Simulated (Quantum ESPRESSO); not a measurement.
Quantum ESPRESSO run on ZnCu (Cmmm, 2 atoms in the cell): self-consistent single point.

Method of the run: LDA (PZ), PSlibrary ultrasoft (LDA) pseudopotentials (plane waves; Quantum ESPRESSO).

```
ZnCu
1.0
    1.45977    -2.08098     0.00000
    1.45977     2.08098     0.00000
    0.00000     0.00000     4.06208
Zn Cu
1 1
Direct
  0.50000   0.50000   0.50000
  0.00000   0.00000   0.00000
```

Reference input (self-consistent single point, DFT, LDA (PZ), plane waves, PSlibrary ultrasoft (LDA) pseudopotentials): ecutwfc = 55 Ry; ecutrho = 330 Ry; occupations = smearing; smearing = marzari-vanderbilt; degauss = 0.0073499 Ry; potentials = {Zn: Zn.pz-dn-rrkjus_psl.1.0.0.UPF, Cu: Cu.pz-dn-rrkjus_psl.1.0.0.UPF}; K_POINTS = automatic 15 15 9 0 0 0; conv_thr = 1e-09 Ry; mixing_beta = 0.7. This run's input differs from it in these lines:

```diff
@@ -33,3 +33,3 @@
 K_POINTS automatic
-15 15 9  0 0 0
+11 11 7  1 1 1
```

Output, abridged:

```
     Self-consistent Calculation

     iteration #  1     ecut=    55.00 Ry     beta= 0.70

     Threshold (ethr) on eigenvalues was too large:
     Diagonalizing with lowered threshold

     total energy              =    -270.27427225 Ry
     estimated scf accuracy    <       0.08791118 Ry

     iteration #  2     ecut=    55.00 Ry     beta= 0.70

     total energy              =    -270.26593143 Ry
     estimated scf accuracy    <       0.48363865 Ry

     iteration #  3     ecut=    55.00 Ry     beta= 0.70

     total energy              =    -270.33050998 Ry
     estimated scf accuracy    <       0.00260549 Ry

   [... 5 blocks of this kind left out ...]

     iteration #  9     ecut=    55.00 Ry     beta= 0.70

     total energy              =    -270.33130134 Ry
     estimated scf accuracy    <          1.1E-09 Ry

     iteration # 10     ecut=    55.00 Ry     beta= 0.70
     End of self-consistent calculation

     Number of k-points >= 100: set verbosity='high' to print the bands.

     the Fermi energy is    12.7866 ev

!    total energy              =    -270.33130134 Ry
     estimated scf accuracy    <          1.9E-12 Ry
     smearing contrib. (-TS)   =      -0.00005839 Ry
     internal energy E=F+TS    =    -270.33124295 Ry

     convergence has been achieved in  10 iterations

     Forces acting on atoms (cartesian axes, Ry/au):

     atom    1 type  1   force =     0.00000000    0.00000000    0.00000000
     atom    2 type  2   force =     0.00000000    0.00000000    0.00000000

     Total force =     0.000000     Total SCF correction =     0.000000

          total   stress  (Ry/bohr**3)                   (kbar)     P=      -68.78
  -0.00036030   0.00000000   0.00000000          -53.00        0.00        0.00
   0.00000000  -0.00050291   0.00000000            0.00      -73.98        0.00
   0.00000000   0.00000000  -0.00053944            0.00        0.00      -79.35

   JOB DONE.
```

The run converged in 10 iterations. Against the reference run the free energy goes up by 1.9 meV/atom and the pressure stays near -6.88 GPa while the zz stress (positive for compression) goes from -6.93 to -7.94 GPa.

The starting cell comes from a database of computed structures (which also holds hypothetical and non-ambient phases and stackings), without a prior relaxation at this level. Its lattice was rescaled by a random factor within 2.5 % of one. Spin polarisation is off.
